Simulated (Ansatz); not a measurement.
**Ag: transverse stress against strain**

Ag (fcc, Fm-3m, 16.010 Å³/atom at rest, cube axes along x, y and z) under a strain ε along a cube axis (axis z), the other axes held. LDA in Ansatz, a plane-wave DFT program (PAW, default set), 420 eV, 28×28×28 Γ-centred mesh, Fermi-Dirac smearing 0.10 eV; ions are relaxed within the symmetry of each cell. Stress is positive for a compressed cell.

Here s stands for strain and y for stress xx.

| strain (%) | stress xx (GPa) |
|---|---|
| -3.00 | ? |
| -1.50 | 1.98 |
| -1.00 | 1.29 |
| -0.50 | 0.63 |
| 0.00 | 0.00 |
| 0.50 | -0.61 |
| 1.00 | -1.19 |
| 1.50 | -1.75 |

The 7 complete rows are fitted with a straight line, y against s. Means: s 0, y 0.050. About the means, the sum of products is -8.6950 and the sum of squares of s is 7.0000; the slope is their ratio. Least squares gives y = 0.050 - 1.2421·s. Residuals (row less fit): 0.067, -0.002, -0.041, -0.050, -0.039, 0.002, 0.063; standard error 0.053 (degrees of freedom: 5). The slope gives the elastic constant C12 = 124 ± 2 GPa.

Estimate the missing y (s = -3.00); what did the run itself give?

y = 0.050 - 1.2421 × (-3.0) = 3.776 GPa. The calculation gives 4.22 GPa, 0.444 GPa above the prediction (7.4 % of the range of y in the table). The row lies outside the fitted rows, so this is an extrapolation. From the scatter of the fitted rows alone, a prediction at this place has a standard error of 0.083 GPa, so the miss is 5.3 times that.

One order more, fitted to all 13 runs of the series, follows each within 0.01, so the miss is the next term of a smooth law. In a metal these values are sensitive to mesh and smearing; energies are taken to zero smearing, stresses follow the free energy. Rows are the converged runs of the series near zero and its far end; series whose fitted rows scatter by over a few per cent of the range, as at a crossing or softening among them, aren't shown in this form. Most that stay on the fit to the last digits aren't either.
